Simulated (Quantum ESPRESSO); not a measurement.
**Several settings converged on Ta3W (I4mm, 4 atoms in the cell)**

```yaml
crystal:
  lattice:
    - [2.29869, -2.29869, 3.25084]
    - [2.29869, 2.29869, 3.25084]
    - [-2.29869, -2.29869, 3.25084]
  atoms:
    - { symbol: Ta, position: [0.50000, 0.75000, 0.25000] }
    - { symbol: Ta, position: [0.50000, 0.25000, 0.75000] }
    - { symbol: Ta, position: [0.01538, 0.49231, 0.49231] }
    - { symbol: W, position: [0.00000, 0.00000, 0.00000] }
```

Base method: LDA (PZ), GBRV 1.5 ultrasoft (LDA) pseudopotentials (plane waves; Quantum ESPRESSO 7.5).

Base settings: ecutwfc = 40 Ry; ecutrho = 320 Ry; occupations = smearing; smearing = gauss; degauss = 0.0073499 Ry; potentials = {Ta: ta_lda_v1.uspp.F.UPF, W: w_lda_v1.2.uspp.F.UPF}; K_POINTS = automatic 4 4 4 0 0 0; conv_thr = 1e-10 Ry; mixing_beta = 0.7.

The count of work is k-points × plane waves × bands × iterations; it is no time. 

**The k-point mesh**

The second cell is the first with its lattice scaled by 0.98.

Only quantities that move along the ladder and can be compared are tabulated.

```tsv
K_POINTS	free energy less the last step's (meV/atom)	energy of the compressed cell less the first (meV/atom)	pressure (GPa)	largest difference of a force vector from the last step's (eV/Å)	count of work / last
automatic 2 2 2 0 0 0	-482.26	-73.21	-20.46	0.416	0.053
automatic 4 4 4 0 0 0	21.08	9.75	-8.16	0.213	0.19
automatic 5 5 5 0 0 0	16.22	7.86	-8.25	0.057	0.33
automatic 7 7 7 0 0 0	0.87	2.37	-9.22	0.060	0.73
automatic 8 8 8 0 0 0	0.00	1.29	-9.34	0.000	1.0
```

Coarsest K_POINTS that holds the pressure within 1 GPa of the last step, with all finer ones: automatic 7 7 7 0 0 0; the step before is off by 1.1 GPa.

Coarsest K_POINTS that holds the free energy within 5 meV/atom of the last step, with all finer ones: automatic 7 7 7 0 0 0; the step before is off by 16 meV/atom.

Coarsest K_POINTS that holds the energy of the compressed cell less the first within 2 meV/atom: not settled: the last two steps still differ by 1.1 meV/atom, over half the tolerance, so the ladder does not show it.

**The k-point mesh at a smearing width of 0.02 eV**

In this ladder: degauss = 0.00147 Ry.

Only quantities that move along the ladder and can be compared are tabulated.

| K_POINTS | free energy less the last step's (meV/atom) | pressure (GPa) | largest difference of a force vector from the last step's (eV/Å) | count of work / last |
|---|---|---|---|---|
| automatic 3 3 3 0 0 0 | -5.43 | -8.63 | 0.209 | 0.043 |
| automatic 5 5 5 0 0 0 | 14.79 | -8.16 | 0.140 | 0.15 |
| automatic 7 7 7 0 0 0 | 0.25 | -9.26 | 0.046 | 0.35 |
| automatic 10 10 10 0 0 0 | 0.00 | -9.72 | 0.000 | 1.0 |

Coarsest K_POINTS that holds the free energy within 1 meV/atom of the last step, with all finer ones: automatic 7 7 7 0 0 0, at 0.35 of the last step's count of work; the step before is off by 15 meV/atom.

Coarsest K_POINTS that holds the forces within 0.02 eV/Å: not settled: the last two steps still differ by 0.046 eV/Å, over half the tolerance, so the ladder does not show it.

Coarsest K_POINTS that holds the pressure within 1 GPa of the last step, with all finer ones: automatic 7 7 7 0 0 0, at 0.35 of the last step's count of work; the step before is off by 1.6 GPa.

**The number of bands**

The mesh stays at the base's, so the ladder's end is converged at best in this setting alone.

Only quantities that move along the ladder and can be compared are tabulated.

```tsv
nbnd	free energy less the last step's (meV/atom)	pressure (GPa)	largest difference of a force vector from the last step's (eV/Å)	count of work / last
27	61.90	-6.66	0.204	1.6
29	0.00	-8.16	0.000	0.69
31	0.00	-8.16	0.000	0.58
59	0.00	-8.16	0.000	1.0
```

Coarsest nbnd that holds the forces within 0.01 eV/Å of the last step, with all finer ones: 29; the step before is off by 0.20 eV/Å.

Coarsest nbnd that holds the free energy within 0.5 meV/atom of the last step, with all finer ones: 29; the step before is off by 62 meV/atom.

Coarsest nbnd that holds the pressure within 0.5 GPa of the last step, with all finer ones: 29; the step before is off by 1.5 GPa.

On the base run: the starting cell comes from a database of computed structures (which also holds hypothetical and non-ambient phases and stackings), without a prior relaxation at this level. Its lattice was rescaled by up to half a per cent. One atom was moved a little off its site on purpose. Spin polarisation is off. In the base run, with a pressure of about -8 GPa the cell is away from its equilibrium volume at this level. Without a gap this mesh is coarse (it stands for a supercell whose shortest vector is 18 Å).
